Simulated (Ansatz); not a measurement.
Start from PbS in the zinc blende structure (space group F-43m, No. 216; a = 6.543 Å; a hypothetical phase, not in the database extracts checked). Axes: x, y, z lie along the cube axes.

Now apply this change: uniaxial stress, 3 GPa tension along x, with the cell and atoms free to relax against it.

Levels (all Ansatz, an electronic-structure program, PAW): PBEsol (420 eV, scalar-relativistic without spin-orbit coupling); PBEsol+SOC (420 eV, with spin-orbit coupling).

The geometry is relaxed with PBEsol.

* **PBEsol pressure**: -1.0 GPa

**Question.** What does PBEsol+SOC give at this geometry for the pressure?

**Answer.** The pressure falls by 0.2 GPa (-1.0 GPa → -1.2 GPa).

Single points use the geometry relaxed with PBEsol. The mesh was chosen for an insulator and is coarse for the gapless case. Differences between runs with and without spin-orbit coupling are approximate. Load acts through the strain it causes; cell and atoms are relaxed under it. Beyond what the load breaks, stability against distortions was not tested. The runs without spin-orbit coupling are not spin-polarised. Under uniaxial stress, 3 GPa tension along x the cell changed shape so far that it is another structure.
